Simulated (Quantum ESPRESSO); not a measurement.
## Pressure against volume in rock-salt CaSe (space group 225) (Quantum ESPRESSO, LDA)

```
CaSe
1.0
    0.00000     2.84488     2.84488
    2.84488     0.00000     2.84488
    2.84488     2.84488     0.00000
Ca Se
1 1
Cartesian
  0.00000   0.00000   0.00000
  2.84488   2.84488   2.84488
```

Level of theory: LDA (PZ), GBRV 1.5 ultrasoft (LDA) pseudopotentials (plane waves; Quantum ESPRESSO). Settings: ecutwfc = 52 Ry; ecutrho = 260 Ry; occupations = smearing; smearing = fd; degauss = 0.000734986 Ry; potentials = {Ca: ca_lda_v1.uspp.F.UPF, Se: se_lda_v1.uspp.F.UPF}; K_POINTS = automatic 10 10 10 0 0 0; conv_thr = 1e-10 Ry; mixing_beta = 0.7. The cell above is the first row's. The rows scale it uniformly. In all rows fractional positions and the k mesh are held.

| V (Å^3/atom) | P (GPa) |
|---|---|
| 23.025 | ? |
| 23.525 | 1.95 |
| 24.026 | 0.63 |
| 24.526 | -0.56 |
| 25.027 | -1.62 |
| 25.527 | -2.58 |
| 26.028 | -3.45 |
| 26.528 | -4.22 |
| 27.029 | -4.92 |

Fit P of the 8 rows that show it with a cubic. With u = V - 25.3, the rows have u = -1.7750, -1.2740, -0.7740, -0.2730, 0.2270, 0.7280, 1.2280, 1.7290. Least squares gives P = -2.160 - 1.9065·u + 0.2045·u² - 0.01454·u³. Residuals (row less fit): 0.000, -0.001, -0.005, 0.004, 0.002, -0.005, 0.000, 0.000; standard error 0.004 (degrees of freedom: 4). The fitted pressure is zero at V0 = 24.29, where dP/dV = -2.366, so B0 = -V0·dP/dV = 57.5 GPa.

**Question.** Estimate the missing P (V = 23.025); what did the run itself give?

**Answer.** u = -2.2750, so P = -2.160 - 1.9065 × (-2.2750) + 0.2045 × (-2.2750)² - 0.01454 × (-2.2750)³ = 3.407 GPa. The calculation gives 3.42 GPa, 0.013 GPa above the prediction (0.2 % of the range of P in the table). The row lies outside the fitted rows, so this is an extrapolation. From the scatter of the fitted rows alone, a prediction at this place has a standard error of 0.011 GPa, so the miss is 1.2 times that.

Carrying the step between the two nearest rows on in a straight line would have given 3.27, off by 0.15; series whose last step already gives the withheld value aren't shown. The scan was laid around a cell of about the measured size, scaled by a guess for this functional. The runs keep the symmetry of the cell, so they don't test it for distortions. Cutoffs and mesh are single choices, not tested for convergence of this quantity. Series with a scatter that would blur these digits, or in which a gap closes, are not shown.
